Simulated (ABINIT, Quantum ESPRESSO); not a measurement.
An ABINIT input for a self-consistent single point of YZn (Fm-3m, 2 atoms in the cell) (DFT, PBEsol, plane waves, PAW (JTH v2.0 PBE PAW, files made for PBE)):

```
# YZn, JTH v2.0 PBE PAW
pp_dirpath "./"
pseudos "Y.GGA_PBE-JTH.xml, Zn.GGA_PBE-JTH.xml"
acell 7.9185072331 7.9185072331 7.9185072331
rprim
         0.0000000000    0.7071067812    0.7071067812
         0.7071067812    0.0000000000    0.7071067812
         0.7071067812    0.7071067812    0.0000000000
natom 2
ntypat 2
znucl 39 30
typat 1 2
xred
         0.0000000000    0.0000000000    0.0000000000
         0.5000000000    0.5000000000    0.5000000000
ecut 30 Ha
pawecutdg 60 Ha
ixc -116133
occopt 3
tsmear 0.1 eV
nband 17
kptopt 1
ngkpt 13 13 13
nshiftk 1
shiftk 0 0 0
nstep 50
tolvrs 1.0e-12
prtwf 0
prtden 0
prtvol 1
enunit 1
```

### Question
Write the same calculation as an input for Quantum ESPRESSO.

### Answer
One input that does it (others would too):

```fortran
&control
 calculation = 'scf',
 prefix = 'scf',
 outdir = './work',
 pseudo_dir = './',
 tprnfor = .true.,
 tstress = .true.,
/
&system
 ibrav = 2,
 celldm(1) = 11.19846032,
 nat = 2,
 ntyp = 2,
 ecutwfc = 50,
 ecutrho = 400,
 occupations = 'smearing',
 smearing = 'fd',
 degauss = 0.0073499,
/
&electrons
 conv_thr = 1e-10,
/
ATOMIC_SPECIES
Y     88.9058  y_pbesol_v1.4.uspp.F.UPF
Zn    65.3800  zn_pbesol_v1.uspp.F.UPF
ATOMIC_POSITIONS angstrom
Y     0.00000000    0.00000000    0.00000000
Zn   -2.96298500    2.96298500    2.96298500
K_POINTS automatic
13 13 13  0 0 0
```

Basis, cutoffs, solver keys and any potentials are the target program's own. This input uses DFT, PBEsol, plane waves, GBRV 1.5 ultrasoft (PBESOL) pseudopotentials.

The starting cell comes from a database of computed structures (which also holds hypothetical and non-ambient phases and stackings), without a prior relaxation at this level.
